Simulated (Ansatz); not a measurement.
## How the lattice constant a of BeS (model structure, from the CsCl type, Pm-3m, No. 221) moves with the method

No measured value is used here.

Put these levels in order of the lattice constant a that they give for BeS (model structure, from the CsCl type, Pm-3m, No. 221), smallest first: PBE (Ansatz, an electronic-structure program), PBE-D3(BJ) (Ansatz), r²SCAN (Ansatz).

PBE-D3(BJ) (2.875 Å), PBE (2.926 Å), r²SCAN (2.942 Å)

Ansatz's density-functional and Hartree–Fock values are scalar-relativistic unless marked +SOC, with PAW data made under PBE.

A model structure was made by putting elements into a prototype or built by hand; it is no filed structure, need not be a known phase, and can be a saddle point held by its symmetry.
